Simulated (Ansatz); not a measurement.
Input and output of a relaxation of cell and atoms for MnCo (Pm-3m, 2 atoms in the cell) (Ansatz, a first-principles code).

Method of the run: PBEsol, default PAW files made with PBE (plane waves; Ansatz).

```xyz
2
Lattice="2.8536 0.0000 0.0000 0.0000 2.8536 0.0000 0.0000 0.0000 2.8536" Properties=species:S:1:pos:R:3 pbc="T T T"
Mn     0.0000     0.0000     0.0000
Co     1.4268     1.4268     1.4268
```
Moments meant for the start (each program seeds them in its own way; μB, in the order of the atoms Mn Co): 4.0 3.0.

Reference input (self-consistent single point, DFT, PBEsol, plane waves, default PAW files made with PBE): kpoints.mp_grid.grid = 12 12 12; hamiltonian.xc = pbesol; hamiltonian.pseudopotentials = {kind: paw} (the program's default PAW files); magnetization.spin_polarized = true; scf.occupations.method = gaussian; scf.occupations.width = 0.272 eV. This run's input differs from it in these lines:

```diff
@@ -18,2 +18,4 @@
   occupations: { method: gaussian, width: 0.272 }
+relax:
+  cell: {}
 output:
```

Output (repeated stretches shortened):

```
   [... SCF lines of the steps left out ...]
relax step   1: F+E_penalty+E_count = -8961.68743902 eV  Δ(F+E_penalty+E_count) = +0.000e0 eV  max|allowed force component| = 2.545e-28 eV/Å  Δτ_max = 0.0000 Å  P = -9.322 GPa  Ω = 23.237 Å³  (14 SCF iters, dr2 threshold 1.00e-7 eV, accepted)
relax step   2: F+E_penalty+E_count = -8961.71624342 eV  Δ(F+E_penalty+E_count) = -2.880e-2 eV  max|allowed force component| = 4.944e-29 eV/Å  Δτ_max = 0.0000 Å  P = -3.387 GPa  Ω = 22.534 Å³  energy of the carried Pulay correction = +5.364e-4 eV  [...]
relax step   3: F+E_penalty+E_count = -8961.72028098 eV  Δ(F+E_penalty+E_count) = -4.038e-3 eV  max|allowed force component| = 3.254e-30 eV/Å  Δτ_max = 0.0000 Å  P = +0.315 GPa  Ω = 22.152 Å³  energy of the carried Pulay correction = +8.352e-4 eV  [...]
relax step   4: F+E_penalty+E_count = -8961.72028617 eV  Δ(F+E_penalty+E_count) = -5.192e-6 eV  max|allowed force component| = 1.818e-29 eV/Å  Δτ_max = 0.0000 Å  P = -0.009 GPa  Ω = 22.184 Å³  energy of the carried Pulay correction = +8.100e-4 eV  [...]
relax step   5: F+E_penalty+E_count = -8961.71962464 eV  Δ(F+E_penalty+E_count) = +6.615e-4 eV  max|allowed force component| = 9.499e-30 eV/Å  Δτ_max = 0.0000 Å  P = -0.040 GPa  Ω = 22.184 Å³  stress off target by 3.97e-2 GPa  SCF on the basis [...]
basis re-selected at this cell: Δ(F+E_penalty+E_count) = +6.615e-4 eV, ΔP = -0.031 GPa vs the last step
the relaxation is at rest under the 48 symmetry operations that the run kept from its start: a minimum is not shown …
the relaxation's final electronic state is not compared with the one that a single-point calculation of its input finds at the relaxed geometry …
Magnetization: 3.9739 μB (17.9869 up, 14.0131 down)
   [... lines left out ...]
Absolute magnetization: 4.0821 μB (∫|ρ↑−ρ↓|, with the PAW one-centre terms)
Free energy (F): -8961.719625 eV
Fermi energy:    18.900121 eV
   [... lines left out ...]
  cell:  # Å, volume = 22.1836 Å³
    - [2.809812787260168, 3.300161206788544e-34, 6.419766481290786e-35]
    - [3.300161206788544e-34, 2.809812787260168, 1.2839532962581572e-34]
    - [3.209883240645393e-34, 1.2839532962581572e-34, 2.809812787260168]
  atoms:
    - { symbol: Mn, position: [-5.286813579698915e-34, -5.624269765640684e-35, 2.2497079062534858e-35] }
    - { symbol: Co, position: [0.5, 0.5, 0.5] }
```

The run converged. 

Summary of the result:
Free energy E − TS (on the zero of these files): -8961.7196 eV
Fermi level (on the code's own zero): 18.90 eV
Pressure: -0.04 GPa
Size of the cell's spin moment: 3.97 μB
Final cell: a = b = c = 2.8098 Å, α = β = γ = 90.00°
Final volume per atom: 11.09 Å³
Relaxation steps: 5

The starting cell comes from a database of computed structures (which also holds hypothetical and non-ambient phases and stackings), without a prior relaxation at this level. The magnetic order is the one reached from the typed start; others were not searched systematically. The relaxation keeps the symmetry of its start, so its end need not be a minimum. Ansatz's pressure includes its estimate of the finite-basis (Pulay) stress.

Cost on one core of a shared machine: roughly 30 s.

Keys are those of Ansatz 0.2.
